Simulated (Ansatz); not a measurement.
## GaAs: response to strain

Consider GaAs in the zinc blende structure (space group F-43m, No. 216; a = 5.603 Å). Axes: x, y, z lie along the cube axes.

Strains are applied to the cell and any free atomic positions relax; under biaxial strain the out-of-plane vector relaxes too.

Level of theory: LDA/PAW in Ansatz (an electronic-structure program), without spin-orbit coupling.

```csv
"biaxial strain, plane normal [111], relaxed out of plane (%)",band gap (eV)
-2.5,0.61
-2.08,0.60
-1.67,0.59
-1.25,?
-0.83,0.55
-0.42,0.52
0,0.49
```

**Question.** Fit E_g = E₀ + Dε (ε in %) to the rows shown and predict the withheld row.

**Answer.** Least squares on the printed values gives E₀ = 0.50 eV, D = -48.0 meV per % of strain (largest residual 0.01 eV); this predicts 0.56 eV, and the run gives 0.57 eV, in agreement.

No phonon test of stability was made.
